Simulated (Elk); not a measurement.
**Input and output of a self-consistent single point for Ni3Fe (Pm-3m, 4 atoms in the cell) (Elk)**

Level of theory: PBE, all-electron FP-LAPW, Elk's shipped species files, LAPW+lo basis (Elk).

Input as run:

```
tasks
  0

xctype
  20

spinpol
  .true.

reducebf
  0.8

rgkmax
  8.0

gmaxvr
  14.0

nxoapwlo
  1

rmtscf
  0.94

nempty
  8

stype
  3

swidth
  0.00183747

scale
  1.889726125

avec
    3.5876300000    0.0000000000    0.0000000000
    0.0000000000    3.5876300000    0.0000000000
    0.0000000000    0.0000000000    3.5876300000

atoms
  2   : nspecies
  'Fe.in'   : spfname
  1   : natoms; atposl, bfcmt below
  0.0000000000  0.0000000000  0.0000000000    0.0 0.0 -1.5
  'Ni.in'   : spfname
  3   : natoms; atposl, bfcmt below
  0.0000000000  0.5000000000  0.5000000000    0.0 0.0 -0.25
  0.5000000000  0.0000000000  0.5000000000    0.0 0.0 -0.25
  0.5000000000  0.5000000000  0.0000000000    0.0 0.0 -0.25

ngridk
  7 7 7
```

The program printed (abridged):

```
│ Elk code version 10.2.4 │

All units are atomic (Hartree, Bohr, etc.)

│ Ground-state run starting from atomic densities │

Lattice vectors :
   6.779638138       0.000000000       0.000000000
   0.000000000       6.779638138       0.000000000
   0.000000000       0.000000000       6.779638138

Unit cell volume      :    311.6158520
Brillouin zone volume :   0.7960128211

Muffin-tin inner radius fraction :   0.1000000000E-01

Nuclei treated as point charges

Species :    1 (Fe)
 parameters loaded from : Fe.in
 name : iron
 nuclear charge    :   -26.00000000
 electronic charge :    26.00000000
 atomic mass :    101799.2074
 muffin-tin radius :    2.256000000
 number of radial points in muffin-tin :    497
 atomic positions (lattice), magnetic fields (Cartesian) :
   1 :   0.00000000  0.00000000  0.00000000    0.00000000  0.00000000 -1.50000000

Species :    2 (Ni)
 parameters loaded from : Ni.in
 name : nickel
 nuclear charge    :   -28.00000000
 electronic charge :    28.00000000
 atomic mass :    106991.5230
 muffin-tin radius :    2.256000000
 number of radial points in muffin-tin :    497
 atomic positions (lattice), magnetic fields (Cartesian) :
   1 :   0.00000000  0.50000000  0.50000000    0.00000000  0.00000000 -0.25000000
   2 :   0.50000000  0.00000000  0.50000000    0.00000000  0.00000000 -0.25000000
   3 :   0.50000000  0.50000000  0.00000000    0.00000000  0.00000000 -0.25000000

Total number of atoms per unit cell :    4

Spin treatment :
 spin-polarised
 global magnetic field (Cartesian) :    0.000000000       0.000000000       0.000000000
 collinear magnetisation in z-direction

Number of Bravais lattice symmetries :   48
Number of crystal symmetries         :   48
Crystal has inversion symmetry
Real symmetric eigensolver will be used

k-point grid :      7     7     7
k-point offset :    0.000000000       0.000000000       0.000000000
k-point set is reduced with full crystal symmetry group
   [... lines left out ...]
Maximum |G| for potential and density :    14.00000000
 potential will be trimmed for |G| > 2 gkmax
Constant for pseudocharge density :    8
Radial integration step length :    4

G-vector grid sizes :     32    32    32
Number of G-vectors :    14411

Maximum angular momentum used for
 APW functions                      :    8
 outer part of muffin-tin           :    6
 inner part of muffin-tin           :    1

Total nuclear charge    :   -110.0000000
Total core charge       :    46.00000000
Total valence charge    :    64.00000000
Total excess charge     :    0.000000000
Total electronic charge :    110.0000000

Effective Wigner radius, rₛ :   0.8777673367

Number of empty states         :   32
Total number of valence states :  128
Total number of core states    :   46

Total number of local-orbitals :   69

Exchange-correlation functional :     20     0     0
 Perdew-Burke-Ernzerhof, Phys. Rev. Lett. 77, 3865 (1996)
 gradient requirement :    1
 generalised gradient approximation (GGA)

Smearing type :    3
 Fermi-Dirac
Smearing width :   0.1837470000E-02
Effective electronic temperature (K) :    580.2271348

Mixing type :    3
 Broyden mixing, J. Phys. A: Math. Gen. 17, L317 (1984)

Kohn-Sham potential initialised from atomic data
│ Self-consistent loop started │
│ Loop number : 1 │
 total energy                :     -5840.24672555
 total moment                :    6.239358103
│ Loop number : 2 │
 total energy                :     -5840.44877896
 total moment                :    6.239470157
RMS change in Kohn-Sham potential (target) :    2.386170927     (  0.1000000000E-05)
Absolute change in total energy (target)   :   0.2020534064     (  0.1000000000E-03)
│ Loop number : 3 │
 total energy                :     -5847.43517387
 total moment                :    5.364240370
RMS change in Kohn-Sham potential (target) :    2.173682182     (  0.1000000000E-05)
Absolute change in total energy (target)   :    7.036908262     (  0.1000000000E-03)
│ Loop number : 4 │
 total energy                :     -5825.75489446
 total moment                :    5.686024931
RMS change in Kohn-Sham potential (target) :    1.405023247     (  0.1000000000E-05)
Absolute change in total energy (target)   :    19.92105235     (  0.1000000000E-03)
│ Loop number : 5 │
 total energy                :     -5839.78328275
   [... lines left out ...]
 total moment                :    4.997479713
RMS change in Kohn-Sham potential (target) :   0.4766961400E-05 (  0.1000000000E-05)
Absolute change in total energy (target)   :   0.3154126716E-04 (  0.1000000000E-03)
│ Loop number : 36 │
 total energy                :     -5835.53608783
 total moment                :    4.997390719
RMS change in Kohn-Sham potential (target) :   0.3734736551E-05 (  0.1000000000E-05)
Absolute change in total energy (target)   :   0.3644105345E-04 (  0.1000000000E-03)
│ Loop number : 37 │
 total energy                :     -5835.53604889
 total moment                :    4.997231231
RMS change in Kohn-Sham potential (target) :   0.1688544017E-05 (  0.1000000000E-05)
Absolute change in total energy (target)   :   0.2982893784E-04 (  0.1000000000E-03)
│ Loop number : 38 │
 total energy                :     -5835.53602084
 total moment                :    4.997135673
RMS change in Kohn-Sham potential (target) :   0.5830877629E-06 (  0.1000000000E-05)
Absolute change in total energy (target)   :   0.3550886504E-04 (  0.1000000000E-03)
Convergence targets achieved

│ Loop number : 39 │

Energies :
 Fermi                       :     0.305423216255
 sum of eigenvalues          :     -3356.36066404
 electron kinetic            :      5924.41859956
 core electron kinetic       :      5309.51243593
 Coulomb                     :     -11513.0148299
 Coulomb potential           :     -8960.25573393
 nuclear-nuclear             :     -797.589014706
 electron-nuclear            :     -12470.5958965
 Hartree                     :      1755.17008127
 Madelung                    :     -7032.88696294
 xc potential                :     -320.308339106
 xc effective B-field        :    -0.214945659823
 external B-field            :      0.00000000000
 exchange                    :     -241.790221778
 correlation                 :     -5.14868982059
 electron entropic           :    -0.891491573570E-03
 total energy                :     -5835.53603344
 (external B-field energy excluded from total)

Density of states at Fermi energy :    79.89340003
 (states/Hartree/unit cell)

Estimated indirect band gap :   0.5542115483E-03
 from k-point      4 to k-point     13
Estimated direct band gap   :   0.5004964783E-02
 at k-point     18

Charges :
 core                        :    46.00000000
 valence                     :    64.00000000
 interstitial                :    4.390914247
 muffin-tins (core leakage)
  species :    1 (Fe)
   atom    1                 :    24.63282710     (  0.5886846566E-11)
  species :    2 (Ni)
   atom    1                 :    26.99208622     (  0.5987346253E-03)
   atom    2                 :    26.99208622     (  0.5987346253E-03)
   atom    3                 :    26.99208622     (  0.5987346253E-03)
 total in muffin-tins        :    105.6090858
 total calculated charge     :    109.9863395
 total charge                :    110.0000000
 error                       :   0.1366048569E-01

Moments :
 interstitial                :  -0.1134481798
 muffin-tins
  species :    1 (Fe)
   atom    1                 :    2.978410530
  species :    2 (Ni)
   atom    1                 :   0.7107182264
   atom    2                 :   0.7107182264
   atom    3                 :   0.7107182264
 total in muffin-tins        :    5.110565209
 total moment                :    4.997117029

│ Self-consistent loop stopped │
```

The run converged in 39 iterations. The count includes the last loop, which Elk runs after its targets are met.

The starting cell has typed, rounded lattice constants, without a prior relaxation at this level. Its lattice was rescaled by a random factor within 2.5 % of one. The magnetic order is the one reached from the typed start; others were not searched systematically. Values depend on the basis (sphere radii, cutoffs, local orbitals), which need not be converged. The log's line on a gap gives a spacing of levels on this mesh, which the program prints for metals too.

Cost on one core of a shared machine: roughly 2 min.
